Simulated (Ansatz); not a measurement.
Ansatz (a program for electronic structure) run on Te (C2, 3 atoms in the cell): self-consistent single point.

Method of the run: LDA (PW92), default PAW files made with PBE (plane waves; Ansatz).

```
CELL_PARAMETERS angstrom
      2.21885    -3.84316     0.00000
      2.21885     3.84316     0.00000
      0.00000     0.00000     5.90035
ATOMIC_POSITIONS crystal
  Te 0.00000 0.26300 0.66667
  Te 0.74827 0.74827 0.00000
  Te 0.26300 0.00000 0.33333
```

Reference input (self-consistent single point, DFT, LDA (PW92), plane waves, default PAW files made with PBE): basis.ecutwfc = 420 eV; kpoints.mp_grid.grid = 7 7 4; hamiltonian.xc = lda; hamiltonian.pseudopotentials = {kind: paw} (the program's default PAW files); scf.occupations.method = fermi_dirac; scf.occupations.width = 0.02 eV. This run's input differs from it in these lines:

Ansatz 0.2 input:
```diff
@@ -14,3 +14,3 @@
   mp_grid:
-    grid: [7, 7, 4]
+    grid: [10, 10, 7]
 hamiltonian:
```

The program printed (abridged):

```
SCF iter   1: F=—  HF=-20481.514668 eV  |F-HF|=—  |Δ(HF+E_count)|=         —  Δρ=4.29e-3  dr2=6.66e-3  ethr=1.77e-3  ⟨swp⟩=7.9  Hψ=27249  notcnv=0
all-band conjugate gradients solve this SCF's bands
preconditioner: auto → Resta (q_TF=auto, 2.412 Å⁻¹)
SCF iter   2: F=—  HF=-20481.510344 eV  |F-HF|=—  |Δ(HF+E_count)|=   4.32e-3  Δρ=2.35e-3  dr2=2.26e-3  ethr=1.39e-5  ⟨swp⟩=2.2  Hψ=9576  notcnv=0  defer=115
   [... lines left out ...]
SCF iter   4: F=—  HF=-20481.509662 eV  |F-HF|=—  |Δ(HF+E_count)|=   4.12e-5  Δρ=1.01e-4  dr2=7.19e-6  ethr=2.01e-7  ⟨swp⟩=2.0  Hψ=10216  notcnv=0  defer=115
SCF iter   5: F=—  HF=-20481.509661 eV  |F-HF|=—  |Δ(HF+E_count)|=   8.92e-7  Δρ=3.54e-5  dr2=1.11e-6  ethr=1.50e-8  ⟨swp⟩=2.0  Hψ=9355  notcnv=0  defer=115
SCF iter   6: F=—  HF=-20481.509661 eV  |F-HF|=—  |Δ(HF+E_count)|=   3.64e-7  Δρ=1.05e-5  dr2=1.12e-7  ethr=2.31e-9  ⟨swp⟩=2.5  Hψ=10346  notcnv=0  defer=115
SCF iter   7: F=-20481.509661 eV  HF=-20481.509661 eV  |F-HF|=1.61e-9  |Δ(HF+E_count)|=   3.22e-8  Δρ=2.06e-6  dr2=4.30e-9  ethr=2.08e-10  ⟨swp⟩=8.2  Hψ=23210  notcnv=0
SCF 1 converged in 7 iterations: F = -20481.509661 eV  dr2 = 4.30e-9
Free energy (F): -20481.509661 eV
Internal energy: -20481.509661 eV  (E = F + TS)
E sigma→0 (E₀):  -20481.509661 eV
Fermi energy:    8.808444 eV
--- Forces (eV/Å), atoms counted from 1 ---
  atom   1  Te     0.24818151     0.29181594    -0.05209109
  atom   2  Te    -0.49636321     0.00000000     0.00000000
  atom   3  Te     0.24818151    -0.29181594     0.05209109
--- Stress (GPa, compression-positive) ---
       -0.249804       0.000000       0.000000
        0.000000      -0.663063      -0.328364
        0.000000      -0.328364       0.212763
  P = ⅓ Tr σ = -0.2334 GPa (-2.334 kbar)
  The stress holds the Pulay correction. Without it, at fixed plane waves, as pw.x and ABINIT print it: P = -0.2717 GPa
```

The run converged in 7 iterations. Against the reference run the free energy stays essentially unchanged (within 1 meV/atom), the pressure stays at -0.23 GPa, the largest force hardly changes (0.489 to 0.496 eV/Å) and the gap on the mesh goes from 0.678 to 0.586 eV.

The starting cell has typed, rounded lattice constants, without a prior relaxation at this level. Its lattice was rescaled by up to half a per cent. One atom was moved a little off its site on purpose. Spin-orbit coupling is off. Ansatz's pressure includes its estimate of the finite-basis (Pulay) stress. Another mesh or the band path of this cell gives a smaller gap, so this value is not converged in the mesh.

Cost on one core of a shared machine: roughly 50 s.
